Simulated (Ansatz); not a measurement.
The cell is built on a prototype and need not be the phase stable at ambient conditions.

By PBEsol, the system below comes out a metal.

A figure of merit of an interconnect metal is its ballistic conductance per area.

Given:

```yaml
crystal:
  lattice:
    - [2.77056, 0.00000, 0.00000]
    - [0.00000, 2.90064, 0.00000]
    - [0.00000, 0.00000, 2.77056]
  atoms:
    - { symbol: Be, position: [0.50000, 0.50000, 0.50000] }
    - { symbol: Pt, position: [0.00000, 0.00000, 0.00000] }
```

Space group of this cell: P4/mmm. The cell was relaxed by PBE-D3(BJ); by PBEsol its mean pressure is 1.9 GPa.

The current flows along the normal of the first two printed cell vectors. No spin-orbit coupling; the value is a mean over 0.1 eV about the Fermi level.

### Question
Predict the ballistic conductance per area from PBEsol (Ansatz, a quantum-chemistry and plane-wave program).

### Answer
0.57 × 10¹⁵ S/m² for both spins.
